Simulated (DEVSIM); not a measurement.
Device: Schottky contact on n-type β-Ga2O3, at 400 K.

Layer 1 from the left is β-Ga2O3, thickness (μm) 1.70, Nd (cm⁻³) 6.1e16, τn (s) 6.4e-10, τp (s) 6.4e-10. Layer 2 from the left is β-Ga2O3, thickness (μm) 1.40, Nd (cm⁻³) 2.8e18, τn (s) 6.4e-10, τp (s) 6.4e-10.

Left contact: Schottky, work function 5.35 eV, emission velocity 6.6e6 cm/s. Right contact: ohmic. Voltage is applied to the left contact. Recombination: SRH at mid-gap, radiative, Auger. Mobility is μmin + (μ − μmin)/(1 + (N/Nref)^α).

Constants are typed, rounded textbook-type inputs, not results; the design itself was drawn at random and stands for no fabricated device. Values at 300 K; Nc and Nv go as T^1.5, mobilities as T to minus their exponent, the gap by Varshni's rule with the affinity fixed.

β-Ga2O3: gap (eV) 4.8, affinity (eV) 4, permittivity 10, Nc (cm⁻³) 3.7e18, Nv (cm⁻³) 5e20, μn (cm²/Vs) 160, μp (cm²/Vs) 1, μn,min 20, μp,min 0.1, Nref,n 1e18, Nref,p 1e18, αn 0.8, αp 0.8, T exponent of μn 1.8, T exponent of μp 1.5, B (cm³/s) 1e-12, Cn (cm⁶/s) 1e-31, Cp (cm⁶/s) 1e-31, Varshni α (eV/K) 0.0004, Varshni β (K) 600.

Simulated with DEVSIM: 1D drift-diffusion, Boltzmann statistics, complete ionisation; no tunnelling, impact ionisation, image-force lowering or self-heating. Metal contacts follow the ideal Schottky-Mott rule: no Fermi-level pinning, no interface dipoles.

Dark forward current:

```
|V| (V)  |J| (A/cm²)
-------  -----------
0.05       1.295e-10
0.10       6.766e-10
0.15        2.989e-9
0.20        1.276e-8
0.25        5.404e-8
0.30        2.282e-7
0.35        9.627e-7
0.40        4.056e-6
0.45        1.707e-5
0.50        7.173e-5
0.55       0.0003010
0.60        0.001260
0.65        0.005263
0.70         0.02191
0.75         0.09081
0.80          0.3739
0.85           1.520
0.90           6.001
0.95           21.89
1.00           66.78
1.05           156.8
1.10           289.5
1.15           452.6
1.20           635.6
1.25           831.9
1.30            1037
```

**Question.** Work out the local ideality factor n = ΔV / (kT/q · ln(J2/J1)) between the rows 0.15 and 0.20 V, 1.25 and 1.30 V.

**Answer.** kT/q = 34.47 mV. From 0.15 to 0.20 V: ln(1.276e-8/2.989e-9) = 1.451, n = 1.00, near the 1 of diffusion or emission over a barrier. From 1.25 to 1.30 V: ln(1037/831.9) = 0.220, n = 6.58; the layers' resistance at their doping, Σ W/(qμN) = 0.00021 Ω cm², would take 43 mV of this step of 50 mV.

**Question.** Estimate the current at 0.50 V for emission alone, J0 = q v N_band exp(−φB/kT), and read the barrier back from the simulated current.

**Answer.** φB = 1.350 eV, N_band = 5.70e18 cm⁻³, J0 = 5.90e-11 A/cm²; J = J0 (exp(qV/kT) − 1) = 0.000118 A/cm². The simulation gives 7.17e-5 A/cm²; the estimate lies 64 % above. Read backwards, the simulated current gives an apparent barrier of 1.367 eV. The estimate leaves out transport through the depletion region and minority injection.
